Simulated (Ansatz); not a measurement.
**Cs₂BrCl₆F (space group Fm-3m, No. 225; a cell from a computed database, its experimental status unchecked)**

```yaml
crystal:
  lattice:
    - [0.00000, 5.06830, 5.06830]
    - [5.06830, 0.00000, 5.06830]
    - [5.06830, 5.06830, 0.00000]
  atoms:
    - { symbol: Cs, position: [0.25000, 0.25000, 0.25000] }
    - { symbol: Cs, position: [0.75000, 0.75000, 0.75000] }
    - { symbol: Br, position: [0.00000, 0.00000, 0.00000] }
    - { symbol: Cl, position: [0.24138, 0.75862, 0.75862] }
    - { symbol: Cl, position: [0.75862, 0.24138, 0.24138] }
    - { symbol: Cl, position: [0.75862, 0.24138, 0.75862] }
    - { symbol: Cl, position: [0.24138, 0.75862, 0.24138] }
    - { symbol: Cl, position: [0.75862, 0.75862, 0.24138] }
    - { symbol: Cl, position: [0.24138, 0.24138, 0.75862] }
    - { symbol: F, position: [0.50000, 0.50000, 0.50000] }
```

Method: PBEsol, PAW, 420 eV (Ansatz, a first-principles code; without spin-orbit coupling). Settings: 6×6×6 k-points, 0.05 eV Fermi–Dirac smearing.

```yaml
volume_per_atom: 26.04 Å³
density: 3.68 g/cm³
band_gap: 0.95 eV, direct at L
electron_mass: 0.24 mₑ along k, 0.28 mₑ across
Lowest conduction-band minima above the VBM: L along ⟨111⟩ 0.95 eV; a point along ⟨110⟩, about 0.4 Å⁻¹ from Γ 1.20 eV; a point along ⟨100⟩, about 0.2 Å⁻¹ from Γ 1.44 eV
total_energy: -2107.914 eV/atom (σ→0; compares only within this code and set-up)
```

Effective masses come from finite differences of ±0.01 Å⁻¹. Along k means along the line from Γ to the band edge. Whether these cells are dynamically stable was not tested.
